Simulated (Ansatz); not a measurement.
Consider ZrN in the rock salt structure (space group Fm-3m, No. 225; a = 4.595 Å).

All numbers come from Ansatz (a first-principles code), PBE, PAW, cutoff 420 eV, spin-orbit coupling left out, earlier PAW set.

One change was made to it. Results:

| quantity | base | after |
|---|---|---|
| shortest interatomic distance | 2.298 Å | 2.151 Å |
| density | 7.20 g/cm³ | 8.78 g/cm³ |

### Question
Name the change that was made.
A. pressure 30 GPa
B. pressure 75 GPa
C. pressure −1 GPa

### Answer
B, pressure 75 GPa. For comparison, the shortest interatomic distance in the other runs: pressure −1 GPa gives 2.301 Å; pressure 30 GPa gives 2.224 Å.

Load acts through the strain it causes; cell and atoms are relaxed under it. Whether these cells are dynamically stable was not tested. Competing high-pressure phases were not computed. All final runs are without spin polarisation. An odd electron count without spin: ZrN.
